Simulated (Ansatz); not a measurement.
**Amorphous W₂₄Si₂₄**

It comes from a melt-quench run on a machine-learned potential (CHGNet), relaxed afterwards by DFT. The hot cell started wider than the set density and was brought back towards it in steps. It is the lowest in DFT energy of 2 quenches. It is a model cell: composition and starting density were chosen by hand, and all elements were melted together. No dispersion term was used.

Method: PBE, scalar-relativistic without spin-orbit coupling (plane waves to 420 eV, PAW; Ansatz, a first-principles code). Geometry, pressure, stress and energy are those of the PBE run. Its sampling: a 2×2×2 Γ-centred mesh; Fermi-Dirac width 0.1 eV; no spin polarisation.

The number of atoms in the cell is 48 and the density (volume relaxed, without dispersion) comes out as 11.67 g/cm^3. The volume per atom comes out as 15.08 Å³ and the pressure on a 2×2×2 Γ-centred mesh comes out as 1.7 kbar. The largest force and stress component on that mesh (the relaxation ran on one k-point at (1/4, 1/4, 1/4)) comes out as 0.47 eV/Å and 0.2 GPa and the gap on a 2×2×2 Γ-centred mesh (PBE) comes out as within the smearing (under twice its width).

Cut-offs for bonds: W-W 3.64 Å, W-Si 3.34 Å, Si-Si 2.64 Å.

```yaml
Mean coordination of W: 12.88 (2 with 11, 8 with 12, 7 with 13, 5 with 14, 2 with 15)
Mean coordination of Si: 7.46 (1 with 5, 2 with 6, 10 with 7, 8 with 8, 2 with 9, 1 with 10)
Mean W-W bond: 2.992 Å (spread 0.216 Å, 81 counted)
Mean W-Si bond: 2.677 Å (spread 0.175 Å, 147 counted)
```

Its density started from a set value of 11.46 g/cm³. Cooling (nominally 240 K/ps over its main leg) ran many orders faster than in experiment, which tends to leave more defects and strain. One small periodic cell is one sample of the glass; other quenches scatter about these values. Volume and shape were free in the relaxation. On a 2×2×2 Γ-centred mesh force components of up to 0.47 eV/Å stay, since the relaxation ran on one k-point at (1/4, 1/4, 1/4).
